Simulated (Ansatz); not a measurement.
## zinc-blende AlP: the defect Sn_P

All values below come from PBE, PAW (plane waves to 420 eV; Ansatz, a program for electronic structure). Cell: 64 sites, 2×2×2; final energies on a 2×2×2 shifted mesh. Site at the start: the P site. Finite-size correction: monopole term and site-potential alignment. Dielectric constants: PBE linear response of the host. Host gap at this level: 1.63 eV. A cell of this size leaves errors of a few tenths of an eV. Levels are measured in PBE's own, too narrow, gap. Spin–orbit coupling is left out, which matters for these heavy elements. Each state is the lowest found from its start.

Formation energies E_f are given with the Fermi level at the valence-band maximum. Chemical conditions: P-rich (Δμ(P) = 0.00 eV, Δμ(Sn) = -0.19 eV, bounded by SnP3 (R-3m); only phases computed here count, gases as isolated molecules at 0 K). Reference phases: P: black phosphorus, Sn: beta tin.

```json
[
 {"charge": "+1†", "moment (μB)": "2.0", "largest move off a lattice site (Å)": "0.28", "image correction with alignment (eV)": "0.27", "E_f, P-rich (eV)": "–", "above the lowest spin state (eV)": "0.00"},
 {"charge": "+1†", "moment (μB)": "not spin-polarised", "largest move off a lattice site (Å)": "0.30", "image correction with alignment (eV)": "0.26", "E_f, P-rich (eV)": "–", "above the lowest spin state (eV)": "0.11"},
 {"charge": "0", "moment (μB)": "1.0", "largest move off a lattice site (Å)": "0.22", "image correction with alignment (eV)": "0.00", "E_f, P-rich (eV)": "3.47", "above the lowest spin state (eV)": "0.00"},
 {"charge": "−1", "moment (μB)": "not spin-polarised", "largest move off a lattice site (Å)": "0.16", "image correction with alignment (eV)": "0.03", "E_f, P-rich (eV)": "4.24", "above the lowest spin state (eV)": "0.00"}
]
```

† Not settled in this cell, so no level is given: charge +1: a level filled in part.

Transition levels above the valence-band maximum: ε(0/−1) = 0.77 eV. With a charge missing or unsettled, these needn't be thermodynamic levels.
